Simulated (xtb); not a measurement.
xtb 6.7.1, GFN1-xTB: Pt(Cl)(OH)(bpy) ([OH][Pt]1([Cl])<-[n]2ccccc2-c2cccc[n]->12), 24 atoms. The geometry is a generated start, not checked to be a minimum at this level.

| Item | Value |
|---|---|
| run flags | --grad |
| method | GFN1-xTB |
| --acc | 1 (default) |
| --etemp (K) | 300 (default) |
| basis functions | 90 |
| valence electrons | 82 |

```xyz
24

Pt     2.0359     0.5150    -0.0091
Cl     3.3110     2.3520    -0.0324
O      3.6798    -0.5575    -0.0487
H      4.4509     0.0209    -0.0868
C     -0.9135    -3.1653     0.0168
C      0.4585    -3.3982     0.0123
C      1.3181    -2.3186     0.0103
N      0.8777    -1.0615     0.0122
C     -0.4524    -0.8117     0.0177
C     -1.3709    -1.8614     0.0205
C     -0.7931     0.6050     0.0153
C     -2.0933     1.1069     0.0077
C     -2.2992     2.4729    -0.0026
C     -1.1909     3.3137    -0.0029
C      0.0716     2.7576     0.0066
N      0.2793     1.4387     0.0138
H     -1.6106    -3.9888     0.0165
H      0.8514    -4.4016     0.0092
H      2.3950    -2.4268     0.0062
H     -2.4291    -1.6574     0.0252
H     -2.9333     0.4315     0.0079
H     -3.2994     2.8768    -0.0111
H     -1.3058     4.3853    -0.0111
H      0.9622     3.3723     0.0064
```

Charge 0 and multiplicity 1 are set for this test and not shown to be the ground state.

One run each on 1 thread. Values of broydamp tried: 0.02, 0.05, 0.1, 0.2, 0.4 (default), 0.6, 0.8, 1.

**Question.** Predict the course of the SCC iterations along this series.

**Answer.** Fewest SCC iterations: 0.4 (default) with 12. The count rises to 37 at 0.02. All converge to one solution.

| broydamp | SCC iterations | end |
|---|---|---|
| 0.02 | 37 | same solution |
| 0.05 | 28 | same solution |
| 0.1 | 24 | same solution |
| 0.2 | 15 | same solution |
| 0.4 (default) | 12 | same solution |
| 0.6 | 16 | same solution |
| 0.8 | 21 | same solution |
| 1 | 21 | same solution |
